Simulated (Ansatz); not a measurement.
Be3N2 (R3m, No. 160, 5 atoms in the cell; start mp-1070456; a measured phase of this formula has another space group), treated with PBEsol in Ansatz (plane waves, PAW).

Run with plane-wave cutoff 520 eV, 14×14×14 k mesh, Fermi–Dirac smearing 0.01 eV, scalar-relativistic PAW data made under PBE.

Cell (relaxed at this level):

```
Be3N2
1.0
    1.41757     0.81843     4.85276
   -1.41757     0.81843     4.85276
    0.00000    -1.63687     4.85276
Be N
3 2
Direct
  0.14107   0.14107   0.14107
  0.68236   0.68236   0.68236
  0.91111   0.91111   0.91111
  0.79582   0.79582   0.79582
  0.29155   0.29155   0.29155
```

Q: What does this level give for the band gap, direct gap at Γ and bulk modulus?

A: 
* **band gap**: 2.66 eV (on the SCF k mesh)
* **direct gap at Γ**: 6.01 eV
* **bulk modulus**: 215 GPa

Note: the relaxation could not lower the start's symmetry, so the cell can be a saddle point above a distorted one; the bulk modulus is −V dP/dV from two relaxed cells at ±2 % in volume.

Static lattice: no zero-point or thermal effects.

The result took very roughly 80 core-seconds.

A start named mp-… is a Materials Project structure, which need not be a measured phase.

Ansatz is a first-principles code.
